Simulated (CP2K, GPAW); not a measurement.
A CP2K input for a self-consistent single point of CuGe₃ (P6_3/mmc, 8 atoms in the cell) (DFT LDA (Pade form), GPW, DZVP-MOLOPT-SR-GTH basis, GTH-PADE potentials (GTH_POTENTIALS)):

```
&GLOBAL
  PROJECT run
  RUN_TYPE ENERGY_FORCE
  PRINT_LEVEL MEDIUM
&END GLOBAL
&FORCE_EVAL
  METHOD Quickstep
  STRESS_TENSOR ANALYTICAL
  &DFT
    BASIS_SET_FILE_NAME BASIS_MOLOPT
    POTENTIAL_FILE_NAME GTH_POTENTIALS
    &QS
      METHOD GPW
      EPS_DEFAULT 1E-11
    &END QS
    &MGRID
      CUTOFF 600
      REL_CUTOFF 40
      NGRIDS 5
    &END MGRID
    &SCF
      SCF_GUESS ATOMIC
      EPS_SCF 1E-6
      MAX_SCF 100
      ADDED_MOS 8
      &DIAGONALIZATION
        ALGORITHM STANDARD
      &END DIAGONALIZATION
      &MIXING
        METHOD BROYDEN_MIXING
        ALPHA 0.3
        NBUFFER 8
        BETA 1.5
      &END MIXING
      &SMEAR ON
        METHOD FERMI_DIRAC
        ELECTRONIC_TEMPERATURE [K] 1160.45
      &END SMEAR
    &END SCF
    &KPOINTS
      SCHEME MONKHORST-PACK 5 5 3
    &END KPOINTS
    &XC
      &XC_FUNCTIONAL PADE
      &END XC_FUNCTIONAL
    &END XC
    &PRINT
      &MO
        EIGENVALUES T
        OCCUPATION_NUMBERS T
        NDIGITS 8
        FILENAME mo
        &EACH
          QS_SCF 0
        &END EACH
        ADD_LAST NUMERIC
      &END MO
      &MULLIKEN ON
      &END MULLIKEN
    &END PRINT
  &END DFT
  &SUBSYS
    &CELL
      A 4.34544000 0.00000000 0.00000000
      B -2.17272000 3.76326100 0.00000000
      C 0.00000000 0.00000000 8.93492000
      PERIODIC XYZ
    &END CELL
    &COORD
      Cu       2.17272217     1.25441908     6.70119000
      Cu      -0.00000217     2.50884192     2.23373000
      Ge       2.17272217     1.25441908     0.67556930
      Ge      -0.00000217     2.50884192     8.25935070
      Ge      -0.00000217     2.50884192     5.14302930
      Ge       2.17272217     1.25441908     3.79189070
      Ge       0.00000000     0.00000000     6.70119000
      Ge       0.00000000     0.00000000     2.23373000
    &END COORD
    &KIND Cu
      BASIS_SET DZVP-MOLOPT-SR-GTH-q11
      POTENTIAL GTH-PADE-q11
    &END KIND
    &KIND Ge
      BASIS_SET DZVP-MOLOPT-SR-GTH-q4
      POTENTIAL GTH-PADE-q4
    &END KIND
  &END SUBSYS
  &PRINT
    &FORCES ON
    &END FORCES
    &STRESS_TENSOR ON
    &END STRESS_TENSOR
  &END PRINT
&END FORCE_EVAL
```

### Question
Give the GPAW input for the same structure, mesh, smearing and functional.

### Answer
This is the input that was run; spellings and numerical settings could be chosen otherwise.

```python
from ase import Atoms
from ase.units import GPa
from gpaw import GPAW

atoms = Atoms(['Cu', 'Cu', 'Ge', 'Ge', 'Ge', 'Ge', 'Ge', 'Ge'],
              cell=[[4.345440, 0.000000, 0.000000],
                    [-2.172720, 3.763261, 0.000000],
                    [0.000000, 0.000000, 8.934920]],
              scaled_positions=[[0.666667, 0.333333, 0.750000],
                                [0.333333, 0.666667, 0.250000],
                                [0.666667, 0.333333, 0.075610],
                                [0.333333, 0.666667, 0.924390],
                                [0.333333, 0.666667, 0.575610],
                                [0.666667, 0.333333, 0.424390],
                                [0.000000, 0.000000, 0.750000],
                                [0.000000, 0.000000, 0.250000]],
              pbc=True)

calc = GPAW(mode={'name': 'pw', 'ecut': 800},
            xc='LDA',
            kpts=(5, 5, 3),
            occupations={'name': 'fermi-dirac', 'width': 0.1},
            nbands=-12,
            convergence={'density': 1e-05, 'energy': 1e-05},
            symmetry={'symmorphic': False, 'tolerance': 0.0005},
            maxiter=150,
            txt='-')

atoms.calc = calc

energy = atoms.get_potential_energy()
print('Energy (eV):', round(energy, 6))
forces = atoms.get_forces()
print('Forces (eV/Ang):')
print(forces.round(5))
stress = atoms.get_stress()
print('Stress (GPa, Voigt):', (stress / GPa).round(4))
```

Basis, cutoffs, solver keys and any potentials are the target program's own. This input uses DFT LDA (Perdew-Wang 92), plane waves, GPAW PAW datasets LDA (gpaw-data 1.0.1). LDA parametrisations can differ slightly between programs.

The starting cell comes from a database of computed structures (which also holds hypothetical and non-ambient phases and stackings), without a prior relaxation at this level.
